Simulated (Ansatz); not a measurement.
We consider Zn₂SeS (P-4m2, No. 115, 4 atoms in the cell; start mp-1215430), described by r²SCAN0 (Ansatz, a first-principles code, plane waves, PAW).

Run with plane-wave cutoff 520 eV, 6×6×6 k mesh, Fermi–Dirac smearing 0.01 eV, scalar-relativistic PAW data made under PBE.

Cell (relaxed with PBEsol):

```cif
data_SSeZn2
_chemical_formula_sum 'Zn2 Se1 S1'
_space_group_name_H-M_alt 'P-4m2'
_space_group_IT_number 115
_space_group_name_Hall 'P -4 -2'
_cell_length_a 3.88501
_cell_length_b 3.88501
_cell_length_c 5.49437
_cell_angle_alpha 90.000
_cell_angle_beta 90.000
_cell_angle_gamma 90.000
loop_
_atom_site_label
_atom_site_type_symbol
_atom_site_symmetry_multiplicity
_atom_site_Wyckoff_symbol
_atom_site_fract_x
_atom_site_fract_y
_atom_site_fract_z
_atom_site_occupancy
Zn1 Zn 2 g 0.00000 0.50000 0.23668 1
Se1 Se 1 d 0.00000 0.00000 0.50000 1
S1 S 1 b 0.50000 0.50000 0.00000 1
```

Problem. What does this level give for the band gap?

Solution. 
- band gap = 3.81 eV (on the SCF k mesh) (direct)

Note: cell and atoms aren't relaxed at this level (largest force component 0.04 eV/Å, pressure 1.4 GPa).

Spin–orbit coupling is not included.

The computed numbers hold no vibrational or temperature effects.

It cost around 4 core-minutes (rough) of CPU time.

A start named mp-… is a Materials Project structure, which need not be a measured phase.
